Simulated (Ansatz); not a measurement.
We consider cubic perovskite SrFeO3 (structure not from a measured cell), described by PBEsol in Ansatz (plane waves, hard PAW).

Settings: plane-wave cutoff 930 eV, 10×10×10 k mesh, Fermi–Dirac smearing 0.05 eV, ferromagnetic start, spin-polarised start.

Computed at the level's own relaxed cell.

Q: What does this level give for the volume per atom and equilibrium lattice constant a?

A: 
* **volume per atom**: 10.83 Å³/atom
* **equilibrium lattice constant a**: 3.783 Å

Note: the magnetic order was assumed, not searched for or taken from measurement; the relaxation could not lower the start's symmetry, so the cell can be a saddle point above a distorted one.

The computed numbers hold no vibrational or temperature effects.

Computing time: very roughly 15 core-minutes.

Ansatz is a first-principles code.
